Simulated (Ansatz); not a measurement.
Start from Rb in the bcc (W type) structure (space group Im-3m, No. 229; a = 5.671 Å; relaxed with 0.1 eV smearing).

All numbers come from plane-wave PAW DFT at the PBE level (Ansatz, an electronic-structure program, 420 eV), no spin-orbit coupling.

Base values:

```
Item        Value
--------  -------
Pressure  0.0 GPa
```

The change: every lattice vector is stretched by 5.97 %; the atoms relax in the strained cell.

Question: What does the calculation give for the pressure and energy relative to the base after the change?

Answer: The pressure goes from zero to -0.3 GPa; the energy grows by 21 meV/atom.

No phonon test of stability was made. All final runs are without spin polarisation.
